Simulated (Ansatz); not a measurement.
Candidates (primitive cells; geometry: cell and atoms relaxed with PBE):
A. monolayer SnSe2, a = b = 3.868 Å, c = 19.100 Å, α = β = 90.00°, γ = 120.00°
B. monolayer ZrS₂, a = b = 3.6855 Å, c = 18.9473 Å, α = β = 90.00°, γ = 120.00°
C. monolayer PtS2, a = 3.575 Å, b = 3.575 Å, c = 18.793 Å, α = 90.00°, β = 90.00°, γ = 120.00°

Problem. Rank these by band gap (lowest first), as PBE with spin-orbit coupling, rigid bands (Ansatz, a quantum-chemistry and plane-wave program) gives it.

Solution. A (0.75 eV), B (1.16 eV), C (1.73 eV)

Model free-standing layer, not matched to a measured one here: monolayer PtS2, monolayer SnSe2, monolayer ZrS2.
